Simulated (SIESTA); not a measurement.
# SIESTA run on Zr₅Sb₃S (P6_3/mcm, 18 atoms in the cell): self-consistent single point

Computed with LDA PW92, numerical atomic orbitals DZP, PseudoDojo LDA standard norm-conserving potentials (rewritten from UPF to PSML) in SIESTA 5.4.2.

Input as run:

```
# files in the folder: Zr.psml Sb.psml S.psml (PseudoDojo LDA standard)
SystemName  Zr5Sb3S
SystemLabel zr5sb3s

NumberOfAtoms                18
NumberOfSpecies              3
%block ChemicalSpeciesLabel
  1 40 Zr
  2 51 Sb
  3 16 S
%endblock ChemicalSpeciesLabel
LatticeConstant              1.0 Bohr
%block LatticeVectors
    15.979769774    0.000000000    0.000000000
    -7.989884887   13.838885820    0.000000000
     0.000000000    0.000000000   11.528633271
%endblock LatticeVectors
AtomicCoordinatesFormat      Ang
%block AtomicCoordinatesAndAtomicSpecies
    -0.000004228    4.882151108    3.050345000  1
     4.228069228    2.441071892    3.050345000  1
     4.228069228    2.441071892    0.000000000  1
    -0.000004228    4.882151108    0.000000000  1
     6.343196797    0.000000000    1.525172500  1
     2.112933203    0.000000000    4.575517500  1
     3.171598398    5.493369269    4.575517500  1
     1.056466602    1.829853731    1.525172500  1
    -3.171598398    5.493369269    1.525172500  1
    -1.056466602    1.829853731    4.575517500  1
     3.370106050    0.000000000    1.525172500  2
     5.086023950    0.000000000    4.575517500  2
     1.685053025    2.918597294    4.575517500  2
     2.543011975    4.404625706    1.525172500  2
    -1.685053025    2.918597294    1.525172500  2
    -2.543011975    4.404625706    4.575517500  2
     0.000000000    0.000000000    3.050345000  3
     0.000000000    0.000000000    0.000000000  3
%endblock AtomicCoordinatesAndAtomicSpecies

XC.functional                LDA
XC.authors                   PW92
PAO.BasisSize                DZP
PAO.EnergyShift              0.005 Ry
MeshCutoff                   300 Ry
%block kgrid.MonkhorstPack
    5   0   0  0.0
    0   5   0  0.0
    0   0   5  0.0
%endblock kgrid.MonkhorstPack
OccupationFunction           MP
OccupationMPOrder            1
ElectronicTemperature        0.1 eV

MaxSCFIterations             150
SCF.Mixer.Method             Broyden
SCF.Mixer.Weight             0.2
SCF.Mixer.History            6
SCF.DM.Tolerance             1.0E-05
Diag.ParallelOverK           true
WriteForces                  true
```

The program printed (abridged):

```
reinit: Reading from file input.fdf

reinit: System Name: Zr5Sb3S
reinit: System Label: zr5sb3s

coor:   Atomic-coordinates input format  =     Cartesian coordinates
coor:                                          (in Angstroms)

siesta: Atomic coordinates (Bohr) and species
siesta:     -0.00001   9.22593   5.76432  1        1
siesta:      7.98989   4.61296   5.76432  1        2
siesta:      7.98989   4.61296   0.00000  1        3
siesta:     -0.00001   9.22593   0.00000  1        4
siesta:     11.98690   0.00000   2.88216  1        5
siesta:      3.99287   0.00000   8.64647  1        6
siesta:      5.99345  10.38096   8.64647  1        7
siesta:      1.99643   3.45792   2.88216  1        8
siesta:     -5.99345  10.38096   2.88216  1        9
siesta:     -1.99643   3.45792   8.64647  1       10
siesta:      6.36858   0.00000   2.88216  2       11
siesta:      9.61119   0.00000   8.64647  2       12
siesta:      3.18429   5.51535   8.64647  2       13
siesta:      4.80560   8.32354   2.88216  2       14
siesta:     -3.18429   5.51535   2.88216  2       15
siesta:     -4.80560   8.32354   8.64647  2       16
siesta:      0.00000   0.00000   5.76432  3       17
siesta:      0.00000   0.00000   0.00000  3       18

siesta: System type = bulk

initatomlists: Number of atoms, orbitals, and projectors:     18   324   324

siesta: ******************** Simulation parameters ****************************
redata: Spin configuration                          = none
redata: Time-Reversal Symmetry                      = T
redata: Number of Atomic Species                    =        3
redata: Mesh Cutoff                                 =   300.0000 Ry
redata: Net charge of the system                    =     0.0000 |e|
redata: Min. number of SCF Iter                     =        0
redata: Max. number of SCF Iter                     =      150
redata: SCF convergence failure will abort job
   [... lines left out ...]
diag: Used triangular part                          = Lower
diag: Absolute tolerance                            =  0.100E-15
diag: Orthogonalization factor                      =  0.100E-05
diag: Memory factor                                 =  1.0000

superc: Internal auxiliary supercell:     5 x     5 x     5  =     125
superc: Number of atoms, orbitals, and projectors:   2250  40500  40500

                        Single-point calculation

superc: Internal auxiliary supercell:     5 x     5 x     5  =     125
superc: Number of atoms, orbitals, and projectors:   2250  40500  40500

outcell: Unit cell vectors (Ang):
        8.456130    0.000000    0.000000
       -4.228065    7.323223    0.000000
        0.000000    0.000000    6.100690

outcell: Cell vector modules (Ang)   :    8.456130    8.456130    6.100690
outcell: Cell angles (23,13,12) (deg):     90.0000     90.0000    120.0000
outcell: Cell volume (Ang**3)        :    377.7921
new_DM -- step:     1
Initializing Density Matrix...

Attempting to read DM from file... Failed...
DM filled with atomic data:

InitMesh: MESH = 80 x 80 x 64 = 409600
InitMesh: Mesh cutoff (required, used) =   300.000   304.161 Ry

stepf: Methfessel-Paxton step function
       Using Hermite-Gauss polynomials of order  1
        iscf     Eharris(eV)        E_KS(eV)     FreeEng(eV)     dDmax    Ef(eV) dHmax(eV)
   scf:    1   -29118.896841   -29209.671603   -29209.665475  1.585922 -4.635519  4.358809
   scf:    2   -29207.259679   -29211.705340   -29211.706522  0.258305 -4.731031  3.848574
   scf:    3   -29213.974766   -29213.443276   -29213.449147  0.078163 -4.759870  1.614722
   scf:    4   -29214.368622   -29213.985849   -29213.989265  0.100558 -4.872590  0.683909
   scf:    5   -29214.125176   -29214.070536   -29214.073200  0.042438 -4.914552  0.134665
   scf:    6   -29214.072795   -29214.072077   -29214.074678  0.007901 -4.917580  0.036835
   [... 12 lines left out ...]
   scf:   19   -29214.072388   -29214.072388   -29214.075066  0.000024 -4.915156  0.000332
   scf:   20   -29214.072388   -29214.072388   -29214.075066  0.000018 -4.915155  0.000235
   scf:   21   -29214.072388   -29214.072388   -29214.075066  0.000014 -4.915155  0.000183
   scf:   22   -29214.072388   -29214.072388   -29214.075066  0.000010 -4.915155  0.000143
   scf:   23   -29214.072388   -29214.072388   -29214.075066  0.000009 -4.915155  0.000135
SCF Convergence by DM+H criterion
max |DM_out - DM_in|         :     0.0000090268
max |H_out - H_in|      (eV) :     0.0001345706
SCF cycle converged after 23 iterations

Using DM_out to compute the final energy and forces

siesta: E_KS(eV) =           -29214.0724

siesta: E_KS - E_eggbox =    -29214.0724

siesta: Atomic forces (eV/Ang):
     1    0.000032   -0.000019    0.000000
     2   -0.000032    0.000019   -0.000000
     3   -0.000032    0.000019    0.000000
   [... 15 lines left out ...]
   Tot   -0.000000   -0.000000   -0.000000
   Max    0.146847
   Res    0.052114    sqrt( Sum f_i^2 / 3N )
   Max    0.146847    constrained

Stress tensor Voigt[x,y,z,yz,xz,xy] (kbar):       54.78       54.78       48.23        0.00       -0.00       -0.00
(Free)E + p*V (eV/cell)   -29226.4772
Target enthalpy (eV/cell)   -29214.0751

siesta: Program's energy decomposition (eV):
siesta: Ebs     =     -5868.602981
siesta: Eions   =     40951.850499
siesta: Ena     =      6861.613643
siesta: Ekin    =     12794.815598
siesta: Enl     =     -1582.456291
siesta: Eso     =         0.000000
siesta: Edftu   =         0.000000
siesta: DEna    =       213.384110
siesta: DUscf   =         3.238621
siesta: DUext   =         0.000000
siesta: Ex      =     -5969.757997
siesta: Ec      =      -583.059574
siesta: Exc     =     -6552.817570
siesta: Eharris =    -29214.072388
siesta: Etot    =    -29214.072388
siesta: FreeEng =    -29214.075066

siesta: Atomic forces (eV/Ang):
siesta:      1    0.000032   -0.000019    0.000000
siesta:      2   -0.000032    0.000019   -0.000000
siesta:      3   -0.000032    0.000019    0.000000
siesta:      4    0.000032   -0.000019   -0.000000
siesta:      5    0.146847    0.000014   -0.000000
siesta:      6   -0.146847    0.000022   -0.000000
siesta:      7    0.073436    0.127158    0.000000
siesta:      8   -0.073404   -0.127176   -0.000000
siesta:      9   -0.073443    0.127163    0.000000
siesta:     10    0.073411   -0.127181   -0.000000
siesta:     11   -0.053671    0.000042    0.000000
siesta:     12    0.053671    0.000020   -0.000000
siesta:     13   -0.026797   -0.046476   -0.000000
siesta:     14    0.026851    0.046445    0.000000
siesta:     15    0.026818   -0.046490    0.000000
siesta:     16   -0.026871    0.046459    0.000000
siesta:     17   -0.000000   -0.000000   -0.000000
siesta:     18   -0.000000   -0.000000   -0.000000
siesta: ----------------------------------------
siesta:    Tot   -0.000000   -0.000000   -0.000000

siesta: Stress tensor (static) (eV/Ang**3):
siesta:     0.034191   -0.000000    0.000000
siesta:    -0.000000    0.034190    0.000000
siesta:    -0.000000    0.000000    0.030103

siesta: Cell volume =        377.792096 Ang**3

siesta: Pressure (static):
siesta:                Solid            Molecule  Units
siesta:          -0.00035754         -0.00037810  Ry/Bohr**3
siesta:          -0.03282804         -0.03471572  eV/Ang**3
siesta:         -52.59631342        -55.62072263  kBar
```

The run converged in 23 iterations.

The starting cell comes from a database of computed structures (which also holds hypothetical and non-ambient phases and stackings), without a prior relaxation at this level. Values carry the incompleteness of an atom-centred basis. With a pressure of about -5 GPa the cell is away from its equilibrium volume at this level.

Cost on one core of a shared machine: roughly 20 min.
